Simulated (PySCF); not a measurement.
PySCF 2.14.0, R2SCAN/def2-svpd, df: Te(F)(Cl) (F[Te]Cl), 3 atoms. The geometry is a generated start, not checked to be a minimum at this level.

```
Item                                                Result
-------------------------  -------------------------------
task                                                energy
method                                              r2scan
basis                                            def2-svpd
two-electron scheme                        density fitting
mol.max_memory                                     3000 MB
mf.max_cycle                                           100
mf.init_guess                              minao (default)
mf.DIIS                                    CDIIS (default)
mf.diis_space                                  8 (default)
mf.conv_tol                                1e-09 (default)
mf.grids.level                                 3 (default)
effective core potentials  those of the basis set, past Kr
basis functions                                         85
grid points                                          55104
```

```xyz
3

Te     0.1478    -0.0102     0.9721
F      0.8543     1.2592    -0.3844
Cl    -1.0021    -1.2490    -0.5877
```

One run each on 2 threads, 1 BLAS thread. Values of level_shift (Hartree) tried: 0 (default), 0.1, 0.3, 1.

Q: Which value of level_shift (Hartree) needs the fewest Fock builds, and what happens away from it?

A: Fewest Fock builds, within one of each other: 0 (default) with 16, 0.1 with 16. The count rises to 46 at 1. All converge to one solution.

```csv
level_shift (Hartree),Fock builds,end
0 (default),16,same solution
0.1,16,same solution
0.3,19,same solution
1,46,same solution
```
